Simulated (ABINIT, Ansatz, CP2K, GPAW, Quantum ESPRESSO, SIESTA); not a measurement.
# Code comparison for Ag (Fm-3m, 1 atom in the cell)

Self-consistent single point, at a second geometry (lattice scaled by 0.98). First geometry:

```
CELL_PARAMETERS angstrom
      0.00000     2.06080     2.06080
      2.06080     0.00000     2.06080
      2.06080     2.06080     0.00000
ATOMIC_POSITIONS crystal
  Ag 0.00000 0.00000 0.00000
```

Shared settings, as Ansatz (a first-principles code) writes them: kpoints.mp_grid.grid = 9 9 9; scf.occupations.method = gaussian; scf.occupations.width = 0.272 eV. Potentials and cutoffs stand in the table.

```tsv
code	model	ΔF from the first geometry (meV/atom)	pressure (GPa)	cutoff
Quantum ESPRESSO	PBE, PseudoDojo standard norm-conserving (PBE) pseudopotentials	32.3	8.87	85 Ry
Ansatz	PBE, default PAW files	32.5	8.89	default
SIESTA	GGA PBE, numerical atomic orbitals TZP, PseudoDojo PBE standard norm-conserving potentials (rewritten from UPF to PSML)	22.1	7.17	grid 350 Ry
CP2K	PBE, GPW, DZVP-MOLOPT-SR-GTH basis, GTH-PBE potentials (GTH_POTENTIALS)	40.7	10.39	grid 500 Ry
ABINIT	PBE, norm-conserving pseudopotentials (PseudoDojo nc-sr-05 PBE standard)	32.3	8.74	82 Ry
GPAW	PBE, GPAW PAW datasets PBE (gpaw-data 1.0.1)	32.0	8.84	550 eV
```

The spread over the programs that give each value: ΔF from the first geometry within 18.6 meV/atom; pressure within 3.22 GPa.

SIESTA and CP2K use small atom-centred bases, whose incompleteness enters pressures, forces and empty levels differently from a plane-wave cutoff. Ansatz's pressure is given at a fixed set of plane waves, as the other plane-wave codes print theirs; with its correction for the finite basis it is 8.96 GPa. In the pressure, SIESTA (by 1.69) and CP2K (by 1.54) lie more than 1 GPa from the median of the plane-wave programs.

The starting cell comes from a database of computed structures (which also holds hypothetical and non-ambient phases and stackings), without a prior relaxation at this level. Its lattice was rescaled by a random factor within 2.5 % of one. For this run, on top of that: lattice scaled by 0.98.

Left out of this page: Elk and FLEUR (not drawn, or without a comparable value).

Keys are those of Ansatz 0.2.
